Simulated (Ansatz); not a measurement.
The starting structures come from a database of crystals and need not be the phases stable at ambient conditions.

Inside the gap of an insulator the Bloch states are evanescent, with a wavenumber k + iκ along the transport direction.

Input:

```xyz
20
Lattice="6.7466 0.0000 0.0000 0.6117 6.7188 0.0000 1.1050 1.0090 5.1102" Properties=species:S:1:pos:R:3 pbc="T T T"
Ca     5.1991     2.2496     1.2775
Ca     3.2642     5.4782     3.8326
Zn     1.4769     6.3260     1.2775
Zn     6.9864     1.4017     3.8326
Si     6.6247     4.9139     3.7338
Si     1.8386     2.8139     1.3764
Si     3.5215     2.0804     3.9314
Si     4.9418     5.6474     1.1787
O      5.4479     4.7590     2.5405
O      3.0154     2.9688     2.5697
O      2.6775     2.2293     0.0146
O      5.7858     5.4985     5.0955
O      7.1249     3.4630     4.2075
O      1.3384     4.2647     0.9026
O      4.9210     1.4507     3.4577
O      3.5423     6.2771     1.6525
O      6.1119     6.6833     0.7352
O      2.3514     1.0445     4.3750
O      0.7009     1.7425     1.8199
O      7.7624     5.9852     3.2903
```

Space group of this cell: C2/c. The cell is taken as given; by r2SCAN its mean pressure is -6.2 GPa.

Transport runs along the normal of the first two printed cell vectors.

No gap correction and no spin-orbit coupling; mid-gap values are interpolated between computed energies.

Problem. Predict the band gap and the smallest decay constant κ at mid-gap from r2SCAN in Ansatz (an electronic-structure program).

Solution. Gap 4.74 eV on a 6×6×6 mesh; κ = 0.387 1/Å, at the zone centre.
